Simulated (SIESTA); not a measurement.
**Worked example: self-consistent single point of MoPbO3 (Pm-3m, 5 atoms in the cell) in SIESTA**

Method: GGA PBEsol+U, numerical atomic orbitals DZP, PseudoDojo PBEsol standard norm-conserving potentials (rewritten from UPF to PSML) (SIESTA).

Input as run:

```
# files in the folder: Mo.psml Pb.psml O.psml (PseudoDojo PBEsol standard)
SystemName  MoPbO3
SystemLabel MoPbO3

NumberOfAtoms                5
NumberOfSpecies              3
%block ChemicalSpeciesLabel
  1 42 Mo
  2 82 Pb
  3 8 O
%endblock ChemicalSpeciesLabel
LatticeConstant              4.205720 Ang
%block LatticeVectors
     1.000000000    0.000000000    0.000000000
     0.000000000    1.000000000    0.000000000
     0.000000000    0.000000000    1.000000000
%endblock LatticeVectors
AtomicCoordinatesFormat      Ang
%block AtomicCoordinatesAndAtomicSpecies
     2.102860000    2.102860000    2.102860000  1
     0.000000000    0.000000000    0.000000000  2
     2.102860000    2.102860000    0.000000000  3
     0.000000000    2.102860000    2.102860000  3
     2.102860000    0.000000000    2.102860000  3
%endblock AtomicCoordinatesAndAtomicSpecies

XC.functional                GGA
XC.authors                   PBEsol
PAO.BasisSize                DZP
PAO.EnergyShift              0.005 Ry
MeshCutoff                   400 Ry
%block kgrid.MonkhorstPack
    6   0   0  0.0
    0   6   0  0.0
    0   0   6  0.0
%endblock kgrid.MonkhorstPack
OccupationFunction           MP
OccupationMPOrder            0
ElectronicTemperature        2320.9 K
Spin                         polarized
%block DM.InitSpin
  1 +2.00
  2 +0.00
  3 +0.00
  4 +0.00
  5 +0.00
%endblock DM.InitSpin
DFTU.ProjectorGenerationMethod 2
DFTU.CutoffNorm              0.9
DFTU.FirstIteration          true
%block DFTU.proj
  Mo 1
  n=4 2
  4.38 0.00
  0.00 0.00
%endblock DFTU.proj

MaxSCFIterations             150
SCF.Mixer.Method             Pulay
SCF.Mixer.Weight             0.1
SCF.Mixer.History            8
SCF.DM.Tolerance             1.0E-05
Diag.ParallelOverK           true
WriteForces                  true
Charge.Mulliken              end
```

Output (repeated stretches shortened):

```
reinit: Reading from file input.fdf

reinit: System Name: MoPbO3
reinit: System Label: MoPbO3

NOTE on units for spin output:
{S} is the spin magnetic moment, in units of the Bohr magneton,
assuming a g-factor for the electron spin of exactly 2.
The spin magnetic moment is then numerically equal to the charge inbalance,
in units of electrons, between the spin-up and -down channels.

coor:   Atomic-coordinates input format  =     Cartesian coordinates
coor:                                          (in Angstroms)

siesta: Atomic coordinates (Bohr) and species
siesta:      3.97383   3.97383   3.97383  1        1
siesta:      0.00000   0.00000   0.00000  2        2
siesta:      3.97383   3.97383   0.00000  3        3
siesta:      0.00000   3.97383   3.97383  3        4
siesta:      3.97383   0.00000   3.97383  3        5

siesta: System type = bulk

initatomlists: Number of atoms, orbitals, and projectors:      5    76    83

siesta: ******************** Simulation parameters ****************************
redata: Spin configuration                          = collinear
redata: Time-Reversal Symmetry                      = T
redata: Number of Atomic Species                    =        3
redata: Mesh Cutoff                                 =   400.0000 Ry
redata: Net charge of the system                    =     0.0000 |e|
redata: Min. number of SCF Iter                     =        0
redata: Max. number of SCF Iter                     =      150
redata: SCF convergence failure will abort job
redata: SCF mix quantity                            = Hamiltonian
redata: Mix DM or H after convergence               =   F
redata: Recompute H after scf cycle                 =   F
redata: Mix DM in first SCF step                    =   T
redata: No kicks to SCF
redata: DM Mixing Weight for Kicks                  =     0.5000
redata: Require Harris convergence for SCF          =   F
   [... lines left out ...]
superc: Number of atoms, orbitals, and projectors:    625   9500  10375

                        Single-point calculation

superc: Internal auxiliary supercell:     5 x     5 x     5  =     125
superc: Number of atoms, orbitals, and projectors:    625   9500  10375

outcell: Unit cell vectors (Ang):
        4.205720    0.000000    0.000000
        0.000000    4.205720    0.000000
        0.000000    0.000000    4.205720

outcell: Cell vector modules (Ang)   :    4.205720    4.205720    4.205720
outcell: Cell angles (23,13,12) (deg):     90.0000     90.0000     90.0000
outcell: Cell volume (Ang**3)        :     74.3911
new_DM -- step:     1
Initializing Density Matrix...

Attempting to read DM from file... Failed...
DM filled with atomic data (user-defined):

InitMesh: MESH = 54 x 54 x 54 = 157464
InitMesh: Mesh cutoff (required, used) =   400.000   455.626 Ry
hubbard_term: recalculating local occupations    1
hubbard_term: maximum change in local occup.    0.703404
hubbard_term: recalculating Hamiltonian

stepf: Methfessel-Paxton step function
       Using Hermite-Gauss polynomials of order  0
hubbard_term: recalculating local occupations    1
hubbard_term: maximum change in local occup.    0.372651
hubbard_term: recalculating Hamiltonian
        iscf     Eharris(eV)        E_KS(eV)     FreeEng(eV)     dDmax    Ef(eV) dHmax(eV)
   scf:    1    -5086.977794    -5128.740100    -5128.808069  0.623842 -2.696222 19.775580
     spin moment: {S} , |S| = {        0.0        0.0    1.43454 }     1.43454
   scf:    2    -5153.123034    -5142.500697    -5142.543477  0.111092 -3.179233 10.757667
     spin moment: {S} , |S| = {        0.0        0.0    1.93526 }     1.93526
   scf:    3    -5152.897417    -5150.034601    -5150.075929  0.141453 -3.870163  2.151750
     spin moment: {S} , |S| = {        0.0        0.0    1.99836 }     1.99836
   scf:    4    -5150.229305    -5150.206387    -5150.248786  0.034770 -3.973186  1.592369
     spin moment: {S} , |S| = {        0.0        0.0    1.99908 }     1.99908
   scf:    5    -5150.141616    -5150.174910    -5150.219587  0.055695 -4.048615  1.110741
     spin moment: {S} , |S| = {        0.0        0.0    1.99972 }     1.99972
   scf:    6    -5149.608027    -5150.114710    -5150.161730  0.066846 -4.223517  1.428203
   [... lines left out ...]
hubbard_term: maximum change in local occup.    0.000360
   scf:   36    -5150.625865    -5150.625862    -5150.671795  0.000057 -4.721524  0.001485
     spin moment: {S} , |S| = {        0.0        0.0    2.00000 }     2.00000
hubbard_term: recalculating local occupations   30
hubbard_term: maximum change in local occup.    0.000385
   scf:   37    -5150.625611    -5150.625614    -5150.671549  0.000033 -4.722263  0.000225
     spin moment: {S} , |S| = {        0.0        0.0    2.00000 }     2.00000
hubbard_term: recalculating local occupations   31
hubbard_term: maximum change in local occup.    0.000383
   scf:   38    -5150.625655    -5150.625655    -5150.671591  0.000015 -4.722196  0.000051
     spin moment: {S} , |S| = {        0.0        0.0    2.00000 }     2.00000
hubbard_term: recalculating local occupations   32
hubbard_term: maximum change in local occup.    0.000384
   scf:   39    -5150.625656    -5150.625656    -5150.671592  0.000004 -4.722197  0.000040
     spin moment: {S} , |S| = {        0.0        0.0    2.00000 }     2.00000
SCF Convergence by DM+H criterion
max |DM_out - DM_in|         :     0.0000040407
max |H_out - H_in|      (eV) :     0.0000397585
DFT+U population converged by dTol_pop criteria:
max |pop(DFT+U)_i - pop(DFT+U)_j|:     0.0003844158
SCF cycle converged after 39 iterations

Using DM_out to compute the final energy and forces
hubbard_term: recalculating local occupations   33
hubbard_term: maximum change in local occup.    0.000384
hubbard_term: recalculating Hamiltonian and forces

siesta: E_KS(eV) =            -5150.6268

siesta: E_KS - E_eggbox =     -5150.6268

siesta: Atomic forces (eV/Ang):
     1    0.000000   -0.000000   -0.000000
     2   -0.000000    0.000000   -0.000000
     3   -0.000000   -0.000000    0.000000
     4   -0.000000   -0.000000    0.000000
     5    0.000000    0.000000    0.000000
   Tot   -0.000000    0.000000   -0.000000
   Max    0.000000
   Res    0.000000    sqrt( Sum f_i^2 / 3N )
   Max    0.000000    constrained

Stress tensor Voigt[x,y,z,yz,xz,xy] (kbar):      161.78      161.78      161.78        0.00        0.00        0.00
(Free)E + p*V (eV/cell)    -5158.1846
Target enthalpy (eV/cell)    -5150.6727

siesta: Program's energy decomposition (eV):
siesta: Ebs     =      -921.258038
siesta: Eions   =      7579.026856
siesta: Ena     =      1354.328367
siesta: Ekin    =      2424.829488
siesta: Enl     =      -256.144244
siesta: Eso     =         0.000000
siesta: Edftu   =         3.935164
siesta: DEna    =        31.729246
siesta: DUscf   =         3.264137
siesta: DUext   =         0.000000
siesta: Ex      =     -1051.050543
siesta: Ec      =       -82.491549
siesta: Exc     =     -1133.542093
siesta: Eharris =     -5150.625656
siesta: Etot    =     -5150.626792
siesta: FreeEng =     -5150.672728

siesta: Stress tensor (static) (eV/Ang**3):
siesta:     0.100978    0.000000    0.000000
siesta:     0.000000    0.100978    0.000000
siesta:     0.000000    0.000000    0.100978

siesta: Cell volume =         74.391115 Ang**3

siesta: Pressure (static):
siesta:                Solid            Molecule  Units
siesta:          -0.00109979         -0.00109979  Ry/Bohr**3
   [... lines left out ...]
siesta:        -161.78446329       -161.78446328  kBar
   [... lines left out ...]

              0.078   0.018   0.078

Species: Pb
Atom  Qatom  Qorb
               6s      6s      6py     6pz     6px     6py     6pz     6px
               5dxy    5dyz    5dz2    5dxz    5dx2-y2 6dxy    6dyz    6dz2
               6dxz    6dx2-y2
   2  6.664   0.926   0.036   0.160   0.160   0.160   0.003   0.003   0.003
              0.996   0.996   0.995   0.996   0.995   0.055   0.055   0.035

              0.055   0.035

Species: O
Atom  Qatom  Qorb
               2s      2s      2py     2pz     2px     2py     2pz     2px
               3Pdxy   3Pdyz   3Pdz2   3Pdxz   3Pdx2-y2
   3  3.322   0.899   0.004   0.897   0.786   0.897  -0.077  -0.015  -0.077
              0.001   0.002   0.002   0.002   0.001
   4  3.322   0.899   0.004   0.897   0.897   0.786  -0.077  -0.077  -0.015
              0.002   0.001   0.001   0.002   0.002
   5  3.322   0.899   0.004   0.786   0.897   0.897  -0.015  -0.077  -0.077
              0.002   0.002   0.001   0.001   0.002

mulliken: Qtot =       22.000

Mulliken Atomic Populations:
Atom #   charge [q] valence [e]      Sz [e]  Species
     1     0.868744   13.131256    2.389644  Mo
     2     0.737712   13.262288   -0.065455  Pb
     3    -0.535485    6.535485   -0.108063  O
     4    -0.535485    6.535485   -0.108063  O
     5    -0.535485    6.535485   -0.108063  O
 Total    -0.000000                2.000000
```

The run converged in 39 iterations.

The starting cell comes from a database of computed structures (which also holds hypothetical and non-ambient phases and stackings), without a prior relaxation at this level. Its lattice was rescaled by a random factor within 2.5 % of one. With one magnetic atom in the cell only a parallel order is possible. With U or open f shells several self-consistent states can exist. Values carry the incompleteness of an atom-centred basis. With a pressure of about -16 GPa the cell is away from its equilibrium volume at this level.

Cost on one core of a shared machine: roughly 4 min.
